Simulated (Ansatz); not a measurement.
# Mg on the Si site (Mg_Si) (3C silicon carbide host)

Computed with PBE, PAW (plane waves to 420 eV; Ansatz, a program for electronic structure). Cell: 64 sites, 2×2×2; final energies on a 2×2×2 shifted mesh. Site at the start: the Si site. Energies of charged states are corrected for periodic images (point charge plus alignment at distant sites). Dielectric constants: PBE linear response of the host. Host gap at this level: 1.37 eV. A cell of this size leaves errors of a few tenths of an eV. PBE underestimates the host's gap, which shifts levels and can delocalise carriers. Spin–orbit coupling is left out. Each state is the lowest found from its start.

Formation energies E_f are given with the Fermi level at the valence-band maximum. Chemical conditions: C-rich (Δμ(Si) = -0.41 eV, Δμ(Mg) = -0.035 eV, bounded by antifluorite Mg2Si; only phases computed here count, gases as isolated molecules at 0 K); Si-rich (Δμ(Si) = 0.00 eV, Δμ(Mg) = -0.24 eV, bounded by antifluorite Mg2Si; only phases computed here count, gases as isolated molecules at 0 K). Reference phases: Mg: hcp Mg, Si: silicon.

```csv
charge,moment (μB),largest move off a lattice site (Å),image correction with alignment (eV),"E_f, C-rich (eV)","E_f, Si-rich (eV)",above the lowest spin state (eV)
+1†,1.0,0.25,0.08,–,–,0.00
0†,2.0,0.21,0.00,3.89,4.50,0.00
0†,not spin-polarised,0.21,0.00,4.05,4.66,0.16
−1†,1.0,0.20,0.23,–,–,0.00
−2,not spin-polarised,0.18,0.80,5.40,6.01,0.00
```

† Not settled in this cell, so no level is given: charge +1: level within 0.1 eV of a band edge or past it; charge 0: a level filled in part; charge −1: a level filled in part.

Flagged in the runs: a doubtful potential alignment.
